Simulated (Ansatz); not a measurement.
The starting structures come from a database of crystals and need not be the phases stable at ambient conditions.

 Where the default PAW files enter, the runs use the earlier of Ansatz's two default sets.

```
CELL_PARAMETERS angstrom
      5.20009     0.00000     0.00000
      0.00000     5.37687     0.00000
      0.00000     0.00000    10.09309
ATOMIC_POSITIONS crystal
  Zr 0.24695 0.96590 0.38445
  Zr 0.75305 0.03410 0.61555
  Zr 0.25305 0.46590 0.61555
  Zr 0.74695 0.53410 0.38445
  Zr 0.74695 0.03410 0.11555
  Zr 0.25305 0.96590 0.88445
  Zr 0.75305 0.53410 0.88445
  Zr 0.24695 0.46590 0.11555
  O  0.37219 0.62529 0.28992
  O  0.62781 0.37471 0.71008
  O  0.12781 0.12529 0.71008
  O  0.87219 0.87471 0.28992
  O  0.87219 0.37471 0.21008
  O  0.12781 0.62529 0.78992
  O  0.62781 0.87471 0.78992
  O  0.37219 0.12529 0.21008
  O  0.00254 0.26123 0.47759
  O  0.99746 0.73877 0.52241
  O  0.49746 0.76123 0.52241
  O  0.50254 0.23877 0.47759
  O  0.50254 0.73877 0.02241
  O  0.49746 0.26123 0.97759
  O  0.99746 0.23877 0.97759
  O  0.00254 0.76123 0.02241
```

Space group of this cell: Pbca. The cell is strained (lengths across the current scaled by 1.02, ions clamped); by r2SCAN its mean pressure is -9.2 GPa.

Transport runs along the normal of the first two printed cell vectors.

No gap correction and no spin-orbit coupling; mid-gap values are interpolated between computed energies.

Question: Predict the band gap and the smallest decay constant κ at mid-gap from r2SCAN run with Ansatz (an electronic-structure program).

Answer: Gap 4.17 eV on a 6×6×4 mesh; κ = 0.400 1/Å, at the zone centre.
